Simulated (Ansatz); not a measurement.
**PbS: carrier doping**

The parent structure is PbS in the rock salt structure (space group Fm-3m, No. 225; a = 6.0092 Å).

Carriers are added at fixed cell with a uniform background; the Fermi–Dirac width is that of 300 K.

Calculations: Ansatz (a first-principles code) PBE, without spin-orbit coupling.

Notes on the quantities. Fermi level from band edge: Fermi level relative to the doped band's edge (positive inside the band; to 0.05 eV).

```
case                      Fermi level from band edge  gap between the host's bands
------------------------  --------------------------  ----------------------------
undoped                                            –                       0.49 eV
electrons 5.0×10^20 cm⁻³                    +0.35 eV                       0.48 eV
electrons 1.0×10^21 cm⁻³                    +0.50 eV                       0.48 eV
electrons 2.0×10^21 cm⁻³                    +0.70 eV                       0.46 eV
electrons 5.0×10^21 cm⁻³                    +1.00 eV                       0.41 eV
holes 5.0×10^20 cm⁻³                        +0.35 eV                       0.51 eV
holes 1.0×10^21 cm⁻³                        +0.40 eV                       0.52 eV
holes 2.0×10^21 cm⁻³                        +0.55 eV                       0.55 eV
holes 5.0×10^21 cm⁻³                        +0.70 eV                       0.65 eV
```

Charged cell with a jellium background: band edges are those of the host's band count, energies are not comparable with the neutral cell, and many-body gap narrowing is missing. Spin-orbit coupling, missing from the scalar runs, can matter with Pb. Whether these cells are dynamically stable was not tested. The base started in P3_121 and relaxed to Fm-3m at this level.
